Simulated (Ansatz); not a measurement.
The starting structures come from a database of crystals and need not be the phases stable at ambient conditions.

Inside the gap of an insulator the Bloch states are evanescent, with a wavenumber k + iκ along the transport direction.

Data:

```xyz
12
Lattice="6.7191 0.0000 0.0000 2.3786 8.8397 0.0000 -0.4522 -1.6863 6.4883" Properties=species:S:1:pos:R:3 pbc="T T T"
K      7.9627     8.2376     1.6306
K      0.6828    -1.0842     4.8577
K      2.5392     3.1561     5.5483
K      6.1063     3.9973     0.9400
K      5.8160     5.5449     4.1744
K      2.8295     1.6086     2.3138
B      5.0811     1.0027     4.6450
B      3.5644     6.1507     1.8433
As     6.3358     2.1372     3.7996
As     2.3097     5.0162     2.6887
As     3.8956    -0.1505     5.5619
As     4.7499     7.3039     0.9263
```

Space group of this cell: C2/c. The cell is taken as given; by r2SCAN its mean pressure is -0.9 GPa.

Transport runs along the normal of the first two printed cell vectors.

No gap correction and no spin-orbit coupling; mid-gap values are interpolated between computed energies.

**Question.** Give the band gap and the smallest decay constant κ at mid-gap that r2SCAN (Ansatz, an electronic-structure program) yields.

**Answer.** Gap 1.75 eV on a 6×4×6 mesh; κ = 0.309 1/Å, at the zone centre.
